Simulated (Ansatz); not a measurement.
## RuTe$_{2}$ (space group Pa-3, No. 205)

```cif
data_Ru4Te8
_chemical_formula_sum 'Te8 Ru4'
_space_group_name_H-M_alt 'P 1'
_space_group_IT_number 1
_cell_length_a 6.37640
_cell_length_b 6.37640
_cell_length_c 6.37640
_cell_angle_alpha 90.000
_cell_angle_beta 90.000
_cell_angle_gamma 90.000
loop_
_space_group_symop_operation_xyz
  'x, y, z'
loop_
_atom_site_label
_atom_site_type_symbol
_atom_site_fract_x
_atom_site_fract_y
_atom_site_fract_z
_atom_site_occupancy
Te1 Te 0.37194 0.37194 0.37194 1
Te2 Te 0.62806 0.62806 0.62806 1
Te3 Te 0.12806 0.62806 0.87194 1
Te4 Te 0.87194 0.37194 0.12806 1
Te5 Te 0.87194 0.12806 0.62806 1
Te6 Te 0.12806 0.87194 0.37194 1
Te7 Te 0.62806 0.87194 0.12806 1
Te8 Te 0.37194 0.12806 0.87194 1
Ru1 Ru 0.00000 0.00000 0.00000 1
Ru2 Ru 0.50000 0.00000 0.50000 1
Ru3 Ru 0.50000 0.50000 0.00000 1
Ru4 Ru 0.00000 0.50000 0.50000 1
```

Calculations: PBEsol (Ansatz, a first-principles code), scalar-relativistic without spin-orbit coupling. k-mesh 6×6×6 (Γ-centred); smearing 0.05 eV (Fermi–Dirac).

```yaml
volume_per_atom: 21.60 Å³
density: 9.13 g/cm³
band_gap: zero
total_energy: -6540.198 eV/atom (σ→0; compares only within this code and set-up)
```

With Te present, leaving out spin-orbit coupling can change the band edges. Stability against distortions was not tested. The final runs are not spin-polarised. A zero or small gap of RuTe2 can be the functional's error rather than a property of the material.
